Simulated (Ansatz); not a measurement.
Input:

```xyz
6
Lattice="3.7956 0.0000 0.0000 -1.8978 3.2871 0.0000 0.0000 0.0000 12.3080" Properties=species:S:1:pos:R:3 pbc="T T T"
Sn     0.0000     2.1914     3.0770
Sn     1.8978     1.0957     9.2310
Se     0.0000     2.1914     7.5201
Se     1.8978     1.0957     1.3661
Se     1.8978     1.0957     4.7879
Se     0.0000     2.1914    10.9419
```

No spin polarisation.

The values are results of r2SCAN+rVV10/PAW in Ansatz (a program for electronic structure), scalar-relativistic without spin-orbit coupling, not measurements. Settings: 14×14×4 k-points, 0.05 eV Fermi–Dirac smearing.

Problem. Predict the band gap and pressure.

Solution. The band gap comes out as zero and the pressure (mean of the normal stresses, compression positive) is -0.7 GPa.

The cells carry an imposed strain or load. Stability against distortions was not tested. All final runs are without spin polarisation. The cell was made from SnSe2 in the 2H-MoS2 type structure (space group P6_3/mmc, No. 194; a hypothetical phase, not in the database extracts checked; layered, stacked along the Cartesian z axis) by this change: uniaxial strain ε_zz = +2.35 %.
